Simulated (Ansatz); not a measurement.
# A self-consistent single point of a (001) slab of MoPt2 (cut from a parent of space group no. 71; 6 atoms in the cell) with Ansatz

Level of theory: PBEsol, default PAW files made with PBE (plane waves; Ansatz, a program for electronic structure).

The input file:

Ansatz 0.2 input:
```yaml
crystal:
  lattice:
    - [2.771288, 0.000000, 0.000000]
    - [0.000000, 3.983960, 0.000000]
    - [0.000000, 0.000000, 20.906615]
  atoms:
    - { symbol: Mo, position_ang: [0.000000, 0.000000, 12.541899] }
    - { symbol: Pt, position_ang: [0.000000, 0.000000, 9.729291] }
    - { symbol: Pt, position_ang: [1.385644, 1.991980, 11.177324] }
    - { symbol: Mo, position_ang: [1.385644, 1.991980, 8.364716] }
    - { symbol: Pt, position_ang: [1.385644, 1.991980, 13.906620] }
    - { symbol: Pt, position_ang: [0.000000, 0.000000, 6.999995] }
basis:
  ecutwfc: 420.0 eV
kpoints:
  mp_grid:
    grid: [9, 7, 1]
hamiltonian:
  xc: pbesol
  pseudopotentials:
    kind: paw
scf:
  occupations:
    method: gaussian
    width: 0.1 eV
output:
  forces: true
  eigenvalues: true
  stress: true
```

Output, abridged:

```
WARN ansatz: RAYON_NUM_THREADS=1 ignored (pool sized by the plan → 1); use --threads N
Pseudopotentials: kind: paw
Pseudopotential: Mo, paw, valence charge 14
Pseudopotential: Pt, paw, valence charge 18
Crystal: 6 atoms, lattice volume = 230.824 Å³
Basis set: ecut = 420 eV, 4541 PW (Γ), exchange–correlation on 40×54×288 points (8 copies of the dense FFT grid, shifted against one another)
Bands: 60, of which v1, the nominal top of the filled ones, is band 50 counted from 1 (49 counted from 0)
Symmetry: 8 space group operations
Space group: Pmmn (ITA 59), of the structure as read, at distance tolerance 6.1e-5 Å
k-points: 20 of 63
PAW frozen core: Mo, regenerated for the run's functional, and the local potential with it
PAW frozen core: Pt, regenerated for the run's functional, and the local potential with it
Initial density: superposition of atomic densities (neutral atoms: chi_scale 0, normalization atom), corrected by the library's trained network
Initial wavefunctions: pseudopotential atomic-orbital guess
Eigensolver: davidson
Functional: x = pbesol(κ = 0.804, μ = 0.12345679012345678), c = pbesol(β = 0.046)
SCF iter   1: F=—  HF=-59328.744574 eV  |F-HF|=—  |Δ(HF+E_count)|=         —  Δρ=6.30e-3  dr2=1.25e-1  ethr=1.77e-3  ⟨swp⟩=7.7  Hψ=5147  notcnv=0
all-band conjugate gradients solve this SCF's bands
preconditioner: auto → LDOS
SCF iter   2: F=—  HF=-59328.743302 eV  |F-HF|=—  |Δ(HF+E_count)|=   1.27e-3  Δρ=4.85e-3  dr2=6.81e-2  ethr=1.25e-4  ⟨swp⟩=2.9  Hψ=2970  notcnv=0  defer=52
SCF iter   3: F=—  HF=-59328.730353 eV  |F-HF|=—  |Δ(HF+E_count)|=   1.29e-2  Δρ=8.27e-4  dr2=1.85e-3  ethr=6.81e-5  ⟨swp⟩=2.0  Hψ=1689  notcnv=0  defer=52
SCF iter   4: F=—  HF=-59328.730489 eV  |F-HF|=—  |Δ(HF+E_count)|=   1.36e-4  Δρ=2.42e-4  dr2=2.67e-4  ethr=1.85e-6  ⟨swp⟩=2.5  Hψ=2181  notcnv=0  defer=52
SCF iter   5: F=—  HF=-59328.730451 eV  |F-HF|=—  |Δ(HF+E_count)|=   3.79e-5  Δρ=8.75e-5  dr2=1.60e-5  ethr=2.67e-7  ⟨swp⟩=2.7  Hψ=1966  notcnv=0  defer=52
SCF iter   6: F=—  HF=-59328.730665 eV  |F-HF|=—  |Δ(HF+E_count)|=   2.14e-4  Δρ=4.37e-5  dr2=5.72e-6  ethr=1.60e-8  ⟨swp⟩=2.6  Hψ=2253  notcnv=0  defer=52
SCF iter   7: F=—  HF=-59328.730664 eV  |F-HF|=—  |Δ(HF+E_count)|=   9.59e-7  Δρ=1.02e-5  dr2=2.53e-7  ethr=5.72e-9  ⟨swp⟩=2.4  Hψ=1888  notcnv=0  defer=52
SCF iter   8: F=-59328.730664 eV  HF=-59328.730664 eV  |F-HF|=1.71e-8  |Δ(HF+E_count)|=   1.80e-7  Δρ=4.22e-6  dr2=8.69e-8  ethr=1.00e-10  ⟨swp⟩=12.9  Hψ=5788  notcnv=0
SCF 1 converged in 8 iterations: F = -59328.730664 eV  dr2 = 8.69e-8
SCF converged after 8 iterations
Free energy (F): -59328.730664 eV
Harris-Foulkes:  -59328.730664 eV  (|F-HF|=1.71e-8)
Internal energy: -59328.707971 eV  (E = F + TS)
E sigma→0 (E₀):  -59328.719317 eV
Entropy (-TS):   -0.022693 eV (-3.782 meV/atom)
Fermi energy:    5.621770 eV
--- Per-component energies (eV) ---
  E_band       = -2330.573162
  E_kinetic    = 3421.159211
  E_local      = -110853.069710  (includes V_loc(G=0)·N_el)
  E_nonlocal   = 1098.635630
  E_hartree    = 53558.201351
  E_xc         = -1400.103000
  E_vxc        = -1658.362680  (∫ρ·V_xc dr)
  E_paw        = -43552.409965  (= ΣΔE_a)
  E_vpaw       = -1455.369939  (= ΣTr[D̂ρ^β])
  E_aug_tail   = 0.000830  (compensation charges beyond the density's cutoff)
  E_ewald      = 38397.311159
  E_core_change = 1.566523  (= ΣΔE_core)
  E_smearing   = -0.022693  (= −TS)
  E_closure    = 0.000000  (closes the sum)
  Σ components = -59328.730664   (vs F -59328.730664, Δ=0.00e0)
--- Forces (eV/Å), atoms counted from 1 ---
  atom   1  Mo     0.00000000     0.00000000    -0.17107016
  atom   2  Pt     0.00000000     0.00000000     0.06943718
  atom   3  Pt     0.00000000     0.00000000    -0.06943718
  atom   4  Mo     0.00000000     0.00000000     0.17107016
  atom   5  Pt     0.00000000     0.00000000    -0.93452425
  atom   6  Pt     0.00000000     0.00000000     0.93452425
  max |Σ_I F_I| component: 1.11e-16 eV/Å
--- Stress (GPa, compression-positive) ---
       -7.265701       0.000000       0.000000
        0.000000      -8.093981       0.000000
        0.000000       0.000000      -5.045727
  P = ⅓ Tr σ = -6.8018 GPa (-68.018 kbar)
  The stress holds the Pulay correction. Without it, at fixed plane waves, as pw.x and ABINIT print it: P = -6.8206 GPa
--- Band table (eV; the first three rows and the last of 20) ---
  k-point 0: bands = ["-93.2130", "-93.1963", "-92.5031", "-92.5031", "-55.7117", "-55.7109", "-47.4918", "-47.4602", "-47.3824", "-47.3100", "-47.2394", "-47.1700", "-46.7294", "-46.7294", "-46.6029", "-46.6024", "-46.5635", "-46.5635", "-29.8245", [...]
  k-point 1: bands = ["-93.2122", "-93.1971", "-92.5031", "-92.5031", "-55.7117", "-55.7110", "-47.4933", "-47.4650", "-47.3761", "-47.3106", "-47.2359", "-47.1734", "-46.7295", "-46.7295", "-46.6031", "-46.6026", "-46.5635", "-46.5635", "-29.8290", [...]
  k-point 2: bands = ["-93.2098", "-93.1994", "-92.5030", "-92.5030", "-55.7117", "-55.7112", "-47.4955", "-47.4762", "-47.3602", "-47.3146", "-47.2262", "-47.1830", "-46.7296", "-46.7296", "-46.6034", "-46.6031", "-46.5634", "-46.5634", "-29.8390", [...]
  k-point 19: bands = ["-93.1941", "-93.1935", "-92.4922", "-92.4922", "-55.6199", "-55.6199", "-47.4962", "-47.4952", "-47.4025", "-47.3980", "-47.3310", "-47.3299", "-46.8047", "-46.8047", "-46.7085", "-46.7085", "-46.5811", "-46.5811", [...]
```

The run converged in 8 iterations.

The starting cell comes from a database of computed structures (which also holds hypothetical and non-ambient phases and stackings), without a prior relaxation at this level. The slab is cut from that crystal, and its faces are unrelaxed. Its lattice was rescaled by up to half a per cent. Spin-orbit coupling is off. Spin polarisation is off.
